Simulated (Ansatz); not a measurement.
Given:

```
CELL_PARAMETERS angstrom
      0.00000     3.23887     2.16296
      1.25101     0.00000     2.16296
      1.25101     3.23887     0.00000
ATOMIC_POSITIONS crystal
  B  0.00014 0.00014 0.99986
  N  0.66656 0.66656 0.33344
```

All values below come from PBEsol+D3BJ, rigid bands (plane waves, PAW, scalar-relativistic; Ansatz, a quantum-chemistry and plane-wave program). Cell: cell and atoms relaxed with PBEsol+d3bj.

Problem. What conductivity effective mass do dilute holes have at 300 K?

Solution. 0.83 (x), 1.82 (y), 0.67 (z) mₑ.

Problem. Predict the electron conductivity mass (n e² τ/σ) at 300 K, by direction if it differs.

Solution. 2.4 (x), 0.75 (y), 0.22 (z) mₑ.

Problem. And the band gap?

Solution. 3.26 eV at this level; semilocal functionals usually fall short of the measured gap.

Rigid bands, one relaxation time for all states, no polarons. Spin-orbit coupling is left out. Geometry: cell and atoms relaxed with PBEsol+D3(BJ).

Computed structure, not matched to a measured one here, so possibly hypothetical: BN (Fmm2).
